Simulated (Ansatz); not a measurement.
An Ansatz (a program for electronic structure) run: Mo with a change (biaxial strain +1.50 %, plane normal [001], relaxed out of plane); PBEsol in Ansatz (plane waves to 420 eV, PAW, no spin-orbit coupling).

Input:

Ansatz 0.2 input:
```yaml
crystal:
  lattice:
    - [3.1769134869, 0, 0]
    - [0, 3.1769134869, 0]
    - [1.5884567434, -1.5884567434, 1.5532446481]
  atoms:
    - { symbol: Mo, position: [0, 0, 0] }
basis: { ecutwfc: 420, ecutrho_ratio: 4, xc_grid: 2, fft_grid_basis: typed }
kpoints: { mp_grid: { grid: [29, 29, 29] } }
hamiltonian:
  xc: pbesol
  dispersion: none
  pseudopotentials: { kind: paw }
scf: { occupations: { method: fermi_dirac, width: 0.1 } }
relax: { f_tol: 0.005, max_steps: 50, cell: { stress_tol: 0.01, fix: [a, b, gamma] } }
output: { forces: true, stress: true }
checkpoint: { write: state.ck, write_every: 1000 }
```

Output (explanatory and most iteration lines left out):

```
Relaxation: its limit of steps is 50 (relax.max_steps)
Pseudopotential: Mo, paw, valence charge 14
Crystal: 1 atoms, lattice volume = 15.677 Å³
Basis set: ecut = 420 eV, 321 PW (Γ), exchange–correlation on 48×48×40 points (8 copies of the dense FFT grid, shifted against one another)
Bands: 11, of which v1, the nominal top of the filled ones, is band 7 counted from 1 (6 counted from 0)
Symmetry: 16 space group operations
Space group: I4/mmm (ITA 139), of the structure as read, at distance tolerance 2.5e-5 Å
k-points: 1800 of 24389
Functional: x = pbesol(κ = 0.804, μ = 0.12345679012345678), c = pbesol(β = 0.046)
SCF iter   1: F=—  HF=-4897.469662 eV  |F-HF|=—  |Δ(HF+E_count)|=         —  Δρ=5.86e-3  dr2=3.91e-3  ethr=1.77e-3  ⟨swp⟩=5.0  Hψ=115682  notcnv=0
SCF iter   2: F=—  HF=-4897.468315 eV  |F-HF|=—  |Δ(HF+E_count)|=   1.35e-3  Δρ=2.12e-3  dr2=1.91e-4  ethr=2.80e-5  ⟨swp⟩=2.4  Hψ=43952  notcnv=0
SCF 1 converged in 6 iterations: F = -4897.468303 eV  dr2 = 2.42e-11
relax step   1: F+E_penalty+E_count = -4897.46830267 eV  Δ(F+E_penalty+E_count) = +0.000e0 eV  max|allowed force component| = 0.000e0 eV/Å  Δτ_max = 0.0000 Å  P = -5.874 GPa  Ω = 15.677 Å³  fix = [a, b, gamma]  reactions: a -8.160, b -8.160 GPa  (6 SCF iters, dr2 threshold 1.00e-7 eV, accepted)
[... steps on the carried basis left out ...]
relax step   4: F+E_penalty+E_count = -4897.46848313 eV  Δ(F+E_penalty+E_count) = -1.749e-7 eV  max|allowed force component| = 0.000e0 eV/Å  Δτ_max = 0.0000 Å  P = -5.161 GPa  Ω = 15.634 Å³  energy of the carried Pulay correction = +7.125e-6 eV  fix = [a, b, gamma]  reactions: a -7.741, b -7.741 GPa  (2 SCF iters, dr2 threshold 1.27e-9 eV, accepted)
Crystal: 1 atoms, lattice volume = 15.634 Å³
SCF iter   1: F=—  HF=-4897.468476 eV  |F-HF|=—  |Δ(HF+E_count)|=         —  Δρ=5.15e-6  dr2=7.92e-10  ethr=3.08e-8  ⟨swp⟩=3.2  Hψ=174134  notcnv=0
SCF iter   2: F=—  HF=-4897.468476 eV  |F-HF|=—  |Δ(HF+E_count)|=   8.10e-8  Δρ=2.57e-6  dr2=1.82e-10  ethr=5.66e-12  ⟨swp⟩=2.2  Hψ=33008  notcnv=0
SCF 5 converged in 4 iterations: F = -4897.468476 eV  dr2 = 2.25e-13
SCF converged after 4 iterations
Free energy (F): -4897.468476 eV
Internal energy: -4897.446637 eV  (E = F + TS)
E sigma→0 (E₀):  -4897.457557 eV
Entropy (-TS):   -0.021838 eV (-21.838 meV/atom)
Fermi energy:    20.961354 eV
--- Forces (eV/Å), atoms counted from 1 ---
  atom   1  Mo     0.00000000    -0.00000000     0.00000000
--- Stress (GPa, compression-positive) ---
       -7.740754      -0.000000      -0.000000
       -0.000000      -7.740754       0.000000
       -0.000000       0.000000       0.000518
  P = ⅓ Tr σ = -5.1603 GPa (-51.603 kbar)
--- Relaxed structure (4 steps of the walk, 3 accepted, 1 SCFs on fresh bases) ---
  cell:  # Å, volume = 15.6340 Å³
    - [3.1769134869, 4.11499506459924e-22, 5.113369240449725e-11]
    - [4.114995026804839e-22, 3.1769134869, -5.113369216968233e-11]
    - [1.588456743425068, -1.588456743425068, 1.5490283420435988]
  atoms:
    - { symbol: Mo, position: [0.0, 0.0, 0.0] }
```

Whether these cells are dynamically stable was not tested. All final runs are without spin polarisation. The cell was made from Mo in the bcc (W type) structure (space group Im-3m, No. 229) by this change: biaxial strain +1.50 %, plane normal [001], relaxed out of plane.
